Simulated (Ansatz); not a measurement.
**Effect of pressure 0.7 GPa on Co**

The parent structure is Co in the hcp (Mg type) structure (space group P6_3/mmc, No. 194; a = 2.457 Å, c = 3.968 Å; ferromagnetic).

Modification: a hydrostatic pressure of 0.7 GPa.

Method: PBEsol, PAW, 420 eV (Ansatz, a program for electronic structure; scalar-relativistic without spin-orbit coupling), earlier PAW set. Γ-centred 22×22×12 mesh, Fermi–Dirac width 0.05 eV.

The volume per atom drops by 0.03 Å³ to 10.34 Å³ and the lattice parameter a shrinks by 0.004 bohr, from 4.643 bohr to 4.639 bohr. The shortest interatomic distance falls by 0.004 bohr to 4.605 bohr and the band gap remains zero. The magnetic state is still ferromagnetic and the largest site moment remains 1.64 μB.

Final structure:

```
Co
1.0
    2.45480     0.00000     0.00000
   -1.22740     2.12592     0.00000
    0.00000     0.00000     3.96449
Co
2
Direct
  0.33333   0.66667   0.75000
  0.66667   0.33333   0.25000
```

Cost of the whole job for the changed cell (relaxation, final SCF and bands): about 80 core-seconds (a rough figure).

The magnetic state is the one reached from the starting moments; the real material's order can differ, and small cells can't hold many antiferromagnetic ones. Load acts through the strain it causes; cell and atoms are relaxed under it. Whether these cells are dynamically stable was not tested.
